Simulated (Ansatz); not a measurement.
Take TiO2 in the anatase structure (space group I4_1/amd, No. 141) as the base.

```yaml
crystal:
  lattice:
    - [-1.88900, 1.88900, 4.79434]
    - [1.88900, -1.88900, 4.79434]
    - [1.88900, 1.88900, -4.79434]
  atoms:
    - { symbol: Ti, position: [0.50000, 0.50000, 0.00000] }
    - { symbol: Ti, position: [0.25000, 0.75000, 0.50000] }
    - { symbol: O, position: [0.29278, 0.29278, 0.00000] }
    - { symbol: O, position: [0.04278, 0.54278, 0.50000] }
    - { symbol: O, position: [0.45722, 0.95722, 0.50000] }
    - { symbol: O, position: [0.70722, 0.70722, 0.00000] }
```

Calculations: r2SCAN in Ansatz (plane waves to 500 eV, PAW, scalar-relativistic without spin-orbit coupling), earlier PAW set.

For the base:

| Quantity | Result |
|---|---|
| Lattice parameter a | 3.778 Å |
| c/a ratio | 2.538 |
| Smallest direct gap | 2.87 eV |

Perturbation: a negative pressure, −2 GPa.

Question: How does this affect the lattice parameter a?

Answer: The lattice parameter a goes up by 0.007 Å (3.778 Å → 3.785 Å).

Question: Estimate the effect on the c/a ratio.

Answer: The c/a ratio grows by 0.013, from 2.538 to 2.551.

Question: What happens to the smallest direct gap?

Answer: The smallest direct gap decreases by 0.02 eV, from 2.87 eV to 2.85 eV.

Load acts through the strain it causes; cell and atoms are relaxed under it. Stability against distortions was not tested. All final runs are without spin polarisation.

Ansatz is an electronic-structure program.
